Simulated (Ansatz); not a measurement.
Short convergence ladders for a (100) slab of InBi (cut from a parent of space group no. 129; 8 atoms in the cell)

```yaml
crystal:
  lattice:
    - [4.92555, 0.00000, 0.00000]
    - [0.00000, 5.23795, 0.00000]
    - [0.00000, 0.00000, 21.38829]
  atoms:
    - { symbol: In, position: [0.50000, 0.00000, 0.32728] }
    - { symbol: In, position: [0.00000, 0.00000, 0.44243] }
    - { symbol: Bi, position: [0.00000, 0.36001, 0.32728] }
    - { symbol: Bi, position: [0.50000, 0.63999, 0.44243] }
    - { symbol: In, position: [0.50000, 0.00000, 0.55757] }
    - { symbol: In, position: [0.00000, 0.00000, 0.67272] }
    - { symbol: Bi, position: [0.00000, 0.36001, 0.55757] }
    - { symbol: Bi, position: [0.50000, 0.63999, 0.67272] }
```

Base method: LDA (PW92), default PAW files made with PBE (plane waves; Ansatz, a first-principles code).

Base settings: basis.ecutwfc = 420 eV; kpoints.mp_grid.grid = 3 3 1; hamiltonian.xc = lda; hamiltonian.pseudopotentials = {kind: paw} (the program's default PAW files); scf.occupations.method = gaussian; scf.occupations.width = 0.1 eV.

The count of work is k-points × plane waves × bands × iterations; it is no time. 

**The vacuum**

The mesh stays at the base's, so the ladder's end is converged at best in this setting alone.

Only quantities that move along the ladder and can be compared are tabulated.

| vacuum between outermost atoms (Å) | free energy less the last step's (meV/atom) | largest difference of a force vector from the last step's (eV/Å) | count of work / last |
|---|---|---|---|
| 3.0 | -182.94 | 0.978 | 0.32 |
| 4.0 | -82.33 | 0.462 | 0.35 |
| 5.0 | -31.59 | 0.177 | 0.38 |
| 6.0 | -10.69 | 0.060 | 0.36 |
| 7.0 | -3.33 | 0.019 | 0.39 |
| 8.0 | -1.00 | 0.006 | 0.41 |
| 10.0 | -0.08 | 0.001 | 0.46 |
| 12.0 | 0.00 | 0.001 | 0.52 |
| 14.0 | 0.00 | 0.000 | 0.57 |
| 17.0 | 0.00 | 0.000 | 0.65 |
| 20.0 | 0.00 | 0.000 | 0.73 |
| 25.0 | 0.00 | 0.001 | 0.87 |
| 30.0 | 0.00 | 0.000 | 1.0 |

Smallest vacuum between outermost atoms (Å) that holds the free energy within 0.5 meV/atom of the last step, with all finer ones: 10.0; the step before is off by 1.00 meV/atom.

Smallest vacuum between outermost atoms (Å) that holds the forces within 0.01 eV/Å of the last step, with all finer ones: 8.0, at 0.41 of the last step's count of work; the step before is off by 0.019 eV/Å.

**The k-point mesh**

Only quantities that move along the ladder and can be compared are tabulated.

```csv
kpoints.mp_grid.grid,free energy less the last step's (meV/atom),largest difference of a force vector from the last step's (eV/Å),count of work / last
2 1 1,431.13,0.647,0.035
2 2 1,39.84,0.378,0.056
3 2 1,22.13,0.291,0.063
3 3 1,0.51,0.190,0.049
4 4 1,-12.05,0.138,0.11
5 5 1,2.10,0.110,0.11
6 6 1,-2.85,0.055,0.20
7 6 1,-1.58,0.043,0.20
8 8 1,0.41,0.019,0.31
9 9 1,-0.12,0.018,0.31
11 10 1,-0.08,0.013,0.44
13 12 1,0.07,0.009,0.60
15 14 1,0.11,0.006,0.79
17 16 1,0.00,0.000,1.0
```

Coarsest kpoints.mp_grid.grid that holds the forces within 0.01 eV/Å: not settled: the last two steps still differ by 0.006 eV/Å, over half the tolerance, so the ladder does not show it.

Coarsest kpoints.mp_grid.grid that holds the free energy within 5 meV/atom of the last step, with all finer ones: 5 5 1, at 0.11 of the last step's count of work; the step before is off by 12 meV/atom.

**The plane-wave cutoff**

The mesh stays at the base's, so the ladder's end is converged at best in this setting alone.

Only quantities that move along the ladder and can be compared are tabulated.

| basis.ecutwfc | free energy less the last step's (meV/atom) | largest difference of a force vector from the last step's (eV/Å) | count of work / last |
|---|---|---|---|
| 210 eV | 5633.72 | 0.555 | 0.14 |
| 250 eV | 992.06 | 0.107 | 0.19 |
| 295 eV | 105.82 | 0.006 | 0.21 |
| 355 eV | 3.21 | 0.001 | 0.27 |
| 420 eV | 1.21 | 0.000 | 0.35 |
| 505 eV | 0.51 | 0.000 | 0.47 |
| 630 eV | 0.15 | 0.000 | 0.65 |
| 840 eV | 0.00 | 0.000 | 1.0 |

Coarsest basis.ecutwfc that holds the forces within 0.005 eV/Å of the last step, with all finer ones: 355 eV, at 0.27 of the last step's count of work; the step before is off by 0.006 eV/Å.

Coarsest basis.ecutwfc that holds the free energy within 2 meV/atom of the last step, with all finer ones: 420 eV, at 0.35 of the last step's count of work; the step before is off by 3.2 meV/atom.

On the base run: the starting cell comes from a database of computed structures (which also holds hypothetical and non-ambient phases and stackings), without a prior relaxation at this level. The slab is cut from that crystal, and its faces are unrelaxed. Its lattice was rescaled by up to half a per cent. Without a gap this mesh is coarse (it stands for a supercell whose shortest in-plane vector is 15 Å).

Left out of this page: 1 run of the series outside the window shown, repeating another row's setting, or not comparable.

Keys are those of Ansatz 0.2.
